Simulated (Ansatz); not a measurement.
Ansatz (a program for electronic structure) run on Mg6GaNi (Amm2, 8 atoms in the cell): self-consistent single point.

Method of the run: LDA (PW92), default PAW files made with PBE (plane waves; Ansatz).

```
Mg6GaNi
1.0
    4.83514     0.00000     0.00000
    0.00000     3.12113     5.22648
    0.00000    -3.12113     5.22648
Mg Ga Ni
6 1 1
Direct
  0.00000   0.34915   0.83473
  0.00000   0.83473   0.34915
  0.00000   0.33761   0.33761
  0.50000   0.14087   0.67081
  0.50000   0.67081   0.14087
  0.50000   0.16430   0.16430
  0.50000   0.66880   0.66880
  0.00000   0.83374   0.83374
```

Reference input (self-consistent single point, DFT, LDA (PW92), plane waves, default PAW files made with PBE): basis.ecutwfc = 420 eV; kpoints.mp_grid.grid = 5 5 5; hamiltonian.xc = lda; hamiltonian.pseudopotentials = {kind: paw} (the program's default PAW files); scf.occupations.method = fermi_dirac; scf.occupations.width = 0.05 eV. This run's input differs from it in these lines:

Ansatz 0.2 input:
```diff
@@ -17,3 +17,3 @@
 kpoints:
-  mp_grid: { grid: [5, 5, 5] }
+  mp_grid: { grid: [9, 8, 8] }
 hamiltonian:
```

Output, abridged:

```
SCF iter   1: F=—  HF=-20889.843202 eV  |F-HF|=—  |Δ(HF+E_count)|=         —  Δρ=8.70e-3  dr2=6.60e-2  ethr=1.77e-3  ⟨swp⟩=8.1  Hψ=22940  notcnv=0  defer=36
all-band conjugate gradients solve this SCF's bands
preconditioner: auto → Kerker (q_TF=auto, 2.489 Å⁻¹)
SCF iter   2: F=—  HF=-20889.811934 eV  |F-HF|=—  |Δ(HF+E_count)|=   3.13e-2  Δρ=3.21e-3  dr2=1.71e-2  ethr=7.26e-5  ⟨swp⟩=2.5  Hψ=11383  notcnv=0  defer=213
   [... lines left out ...]
SCF iter   5: F=—  HF=-20889.806991 eV  |F-HF|=—  |Δ(HF+E_count)|=   6.56e-5  Δρ=1.06e-4  dr2=2.37e-5  ethr=2.01e-7  ⟨swp⟩=2.0  Hψ=7413  notcnv=0  defer=213
SCF iter   6: F=—  HF=-20889.807029 eV  |F-HF|=—  |Δ(HF+E_count)|=   3.74e-5  Δρ=2.91e-5  dr2=2.39e-6  ethr=2.61e-8  ⟨swp⟩=2.0  Hψ=7610  notcnv=0  defer=213
SCF iter   7: F=—  HF=-20889.807028 eV  |F-HF|=—  |Δ(HF+E_count)|=   5.42e-7  Δρ=1.31e-5  dr2=4.47e-7  ethr=2.63e-9  ⟨swp⟩=2.0  Hψ=8474  notcnv=0  defer=213
SCF iter   8: F=-20889.807028 eV  HF=-20889.807028 eV  |F-HF|=5.33e-8  |Δ(HF+E_count)|=   1.30e-7  Δρ=5.95e-6  dr2=5.38e-8  ethr=1.10e-10  ⟨swp⟩=9.2  Hψ=25813  notcnv=0
SCF 1 converged in 8 iterations: F = -20889.807028 eV  dr2 = 5.38e-8
Free energy (F): -20889.807028 eV
Internal energy: -20889.783706 eV  (E = F + TS)
E sigma→0 (E₀):  -20889.795367 eV
Entropy (-TS):   -0.023322 eV (-2.915 meV/atom)
Fermi energy:    7.110719 eV
--- Forces (eV/Å), atoms counted from 1 ---
  atom   1  Mg     0.00000000     0.01879780     0.05518151
  atom   2  Mg     0.00000000    -0.01879780     0.05518151
  atom   3  Mg    -0.00000000    -0.00000000    -0.01487554
  atom   4  Mg     0.00000000    -0.12480435    -0.05936698
  atom   5  Mg    -0.00000000     0.12480435    -0.05936698
  atom   6  Mg     0.00000000     0.00000000    -0.00316085
  atom   7  Ga     0.00000000     0.00000000     0.10099569
  atom   8  Ni    -0.00000000    -0.00000000    -0.07459807
--- Stress (GPa, compression-positive) ---
       -4.518979       0.000000      -0.000000
        0.000000      -4.977204       0.000000
       -0.000000       0.000000      -4.172371
  P = ⅓ Tr σ = -4.5562 GPa (-45.562 kbar)
  The stress holds the Pulay correction. Without it, at fixed plane waves, as pw.x and ABINIT print it: P = -4.5675 GPa
```

The run converged in 8 iterations. Against the reference run the free energy rises by 4.4 meV/atom, the pressure stays near -4.56 GPa while the xx stress (positive for compression) goes from -3.39 to -4.52 GPa and the largest force goes from 0.158 to 0.138 eV/Å.

The starting cell comes from a database of computed structures (which also holds hypothetical and non-ambient phases and stackings), without a prior relaxation at this level. Its lattice was rescaled by a random factor within 2.5 % of one. Spin polarisation is off. With a pressure of about -5 GPa the cell is away from its equilibrium volume at this level. Ansatz's pressure includes its estimate of the finite-basis (Pulay) stress.

Cost on one core of a shared machine: roughly 40 s.
